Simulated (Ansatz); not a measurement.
**Ca: response to strain**

Take Ca in the fcc (Cu type) structure (space group Fm-3m, No. 225; relaxed with 0.1 eV smearing) as the base.

```
Ca
1.0
    0.00000     2.78423     2.78423
    2.78423     0.00000     2.78423
    2.78423     2.78423     0.00000
Ca
1
Direct
  0.00000   0.00000   0.00000
```

Cartesian axes are those of the cell as printed.

Strains are applied to the cell and any free atomic positions relax; under biaxial strain the out-of-plane vector relaxes too.

The values are results of Ansatz (an electronic-structure program), r2SCAN, PAW, cutoff 500 eV, no spin-orbit coupling, not measurements.

Candidates:
(a) biaxial strain −0.42 %, plane normal [001], relaxed out of plane
(b) biaxial strain −2.06 %, plane normal [110], relaxed out of plane
(c) uniaxial strain ε_zz = −3.55 %

Notes on the quantities. energy relative to the base: free energy F.

Question: Order them by energy relative to the base, lowest first.

Answer: (a) biaxial strain −0.42 %, plane normal [001], relaxed out of plane (+0.1 meV/atom), (c) uniaxial strain ε_zz = −3.55 % (+3.8 meV/atom), (b) biaxial strain −2.06 %, plane normal [110], relaxed out of plane (+4.7 meV/atom)

Whether these cells are dynamically stable was not tested.
